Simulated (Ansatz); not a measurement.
This Ansatz (a program for electronic structure) input is the reference run, BaTiO3 (space group P4mm, No. 99), computed with r2SCAN (Ansatz), no spin-orbit coupling, earlier PAW set:

Ansatz 0.2 input:
```yaml
crystal:
  lattice:
    - [3.9727530916, 0, 0]
    - [0, 3.9727530916, 0]
    - [0, 0, 4.1122941592]
  atoms:
    - { symbol: Ti, position: [0.5, 0.5, 0.4522762515] }
    - { symbol: Ba, position: [0, 0, 0.9341946302] }
    - { symbol: O, position: [0.5, 0.5, 0.8952688477] }
    - { symbol: O, position: [0.5, 0, 0.4121301353] }
    - { symbol: O, position: [0, 0.5, 0.4121301353] }
basis: { ecutwfc: 500, ecutrho_ratio: 4, xc_grid: 4, fft_grid_basis: typed }
kpoints: { mp_grid: { grid: [8, 8, 8] } }
hamiltonian:
  xc: r2scan
  dispersion: none
  pseudopotentials: { azcp: { folder: ./paw }, kind: paw }
scf: { occupations: { method: fermi_dirac, width: 0.05 }, convergence: { dr2_threshold: 0.0000000005 } }
output: { forces: true, stress: true }
checkpoint: { write: state.ck, write_every: 1000 }
```

### Question
Write the input for this change: a hydrostatic pressure of 3 GPa.

### Answer
Ansatz 0.2 input:
```yaml
crystal:
  lattice:
    - [3.9727530916, 0, 0]
    - [0, 3.9727530916, 0]
    - [0, 0, 4.1122941592]
  atoms:
    - { symbol: Ti, position: [0.5, 0.5, 0.4522762515] }
    - { symbol: Ba, position: [0, 0, 0.9341946302] }
    - { symbol: O, position: [0.5, 0.5, 0.8952688477] }
    - { symbol: O, position: [0.5, 0, 0.4121301353] }
    - { symbol: O, position: [0, 0.5, 0.4121301353] }
basis: { ecutwfc: 500, ecutrho_ratio: 4, xc_grid: 4, fft_grid_basis: typed }
kpoints: { mp_grid: { grid: [8, 8, 8] } }
hamiltonian:
  xc: r2scan
  dispersion: none
  pseudopotentials: { azcp: { folder: ./paw }, kind: paw }
scf: { occupations: { method: fermi_dirac, width: 0.05 } }
relax: { f_tol: 0.01, max_steps: 60, cell: { stress_tol: 0.02, p_target: 3.0 } }
output: { forces: true, stress: true }
checkpoint: { write: state.ck, write_every: 1000 }
```
This is the input that was run.

Load acts through the strain it causes; cell and atoms are relaxed under it. Stability against distortions was not tested. The final runs are not spin-polarised.
